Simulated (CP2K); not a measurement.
CP2K run on BaSrI4 (R-3m, 6 atoms in the cell): self-consistent single point.

Level of theory: PBEsol, GPW, DZVP-MOLOPT-SR-GTH basis, GTH-PBE potentials (GTH_POTENTIALS) (CP2K).

```yaml
crystal:
  lattice:
    - [9.95825, 0.00000, 0.00000]
    - [8.22818, 5.60928, 0.00000]
    - [8.22818, 2.53783, 5.00234]
  atoms:
    - { symbol: Ba, position: [0.00000, 0.00000, 0.00000] }
    - { symbol: Sr, position: [0.50000, 0.50000, 0.50000] }
    - { symbol: I, position: [0.62280, 0.62280, 0.62280] }
    - { symbol: I, position: [0.37720, 0.37720, 0.37720] }
    - { symbol: I, position: [0.87091, 0.87091, 0.87091] }
    - { symbol: I, position: [0.12909, 0.12909, 0.12909] }
```

Reference input (self-consistent single point, DFT PBEsol, GPW, DZVP-MOLOPT-SR-GTH basis, GTH-PBE potentials (GTH_POTENTIALS)): CUTOFF = 500 Ry; REL_CUTOFF = 60 Ry; KPOINTS/SCHEME = MONKHORST-PACK 3 3 3; XC_FUNCTIONAL = PBE:PBESOL; Ba/BASIS_SET = DZVP-MOLOPT-SR-GTH-q10; Ba/POTENTIAL = GTH-PBE-q10; Sr/BASIS_SET = DZVP-MOLOPT-SR-GTH-q10; Sr/POTENTIAL = GTH-PBE-q10; I/BASIS_SET = DZVP-MOLOPT-SR-GTH-q7; I/POTENTIAL = GTH-PBE-q7; METHOD = GPW; EPS_DEFAULT = 1e-10. This run's input differs from it in these lines:

```diff
@@ -36,3 +36,3 @@
     &KPOINTS
-      SCHEME MONKHORST-PACK 3 3 3
+      SCHEME MONKHORST-PACK 7 7 7
     &END KPOINTS
```

Output, abridged:

```
 SCF WAVEFUNCTION OPTIMIZATION

  Step     Update method      Time    Convergence         Total energy    Change
     1 NoMix/Diag. 0.40E+00      -     1.88092857      -102.2891731622 -1.02E+02
     2 Broy./Diag. 0.40E+00      -     0.01048257      -102.0367493941  2.52E-01
     3 Broy./Diag. 0.40E+00      -     0.04367475      -101.9725694314  6.42E-02
     4 Broy./Diag. 0.40E+00      -     0.00908565      -102.1943182260 -2.22E-01
     5 Broy./Diag. 0.40E+00      -     0.00423567      -102.2678546608 -7.35E-02
     6 Broy./Diag. 0.40E+00      -     0.00282827      -102.2562156456  1.16E-02
   [... 11 lines left out ...]
    18 Broy./Diag. 0.40E+00      -     0.00000055      -102.2157274174 -2.26E-06
    19 Broy./Diag. 0.40E+00      -     0.00000011      -102.2157281304 -7.13E-07
    20 Broy./Diag. 0.40E+00      -     0.00000023      -102.2157277770  3.53E-07
    21 Broy./Diag. 0.40E+00      -     0.00000003      -102.2157277191  5.79E-08
  *** SCF run converged in    21 steps ***

  Overlap energy of the core charge distribution:               0.00000000000000
  Self energy of the core charge distribution:               -209.74270166150384
  Core Hamiltonian energy:                                     42.60007755934566
  Hartree energy:                                              81.85535517188833
  Exchange-correlation energy:                                -16.92845878883809

  Total energy:                                              -102.21572771910793

                     Mulliken Population Analysis

 #  Atom  Element  Kind  Atomic population                           Net charge
       1     Ba       1          8.958270                              1.041730
       2     Sr       2          9.181328                              0.818672
   [... lines left out ...]

 STRESS| Analytical stress tensor [bar]
 STRESS|                        x                   y                   z
 STRESS|      x       -9.76170838468E+03   9.88999732073E+01   6.07263986034E+01
 STRESS|      y        9.88999732073E+01  -1.00518853755E+04   1.87438357676E+01
 STRESS|      z        6.07263986034E+01   1.87438357676E+01  -1.00708850179E+04
 STRESS| 1/3 Trace                                            -9.96149292604E+03
```

The run converged in 21 iterations. Against the reference run the free energy hardly moves (within 1 meV/atom), the pressure stays at -1.00 GPa, the largest force stays at 0.027 eV/Å and the gap on the mesh goes from 3.523 to 3.346 eV.

The starting cell comes from a database of computed structures (which also holds hypothetical and non-ambient phases and stackings), without a prior relaxation at this level. Spin-orbit coupling is off. Values carry the incompleteness of an atom-centred basis. The potentials were made for another functional than the one used.

Cost on one core of a shared machine: roughly 3 min.
